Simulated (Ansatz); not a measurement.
Results of PBEsol (Ansatz, a first-principles code, PAW) for WO3 (P4/ncc, No. 130, 16 atoms in the cell; start mp-18773; a measured phase of this formula has another space group).

Settings: plane-wave cutoff 520 eV, 6×6×4 k mesh (along the axes of the cell as run), Fermi–Dirac smearing 0.01 eV, no spin polarisation, scalar-relativistic PAW data made under PBE.

Cell (relaxed at this level):

Space group P4/ncc, origin choice 1 (No. 130); a = b = 5.249 Å, c = 7.869 Å, α = β = γ = 90.00°

```
atom  site  symmetry       x       y       z
----  ----  --------  ------  ------  ------
W       4c       4..  0.0000  0.5000  0.2170
O       8f       ..2  0.2101  0.2101  0.2500
O       4c       4..  0.5000  0.0000  0.0059
```

Problem. What does this level give for the band gap?

Solution. 
band gap: 1.04 eV (on the SCF k mesh)

Note: the relaxation could not lower the start's symmetry, so the cell can be a saddle point above a distorted one.

Spin–orbit coupling is not included.

Static lattice: no zero-point or thermal effects.

A start named mp-… is a Materials Project structure, which need not be a measured phase.
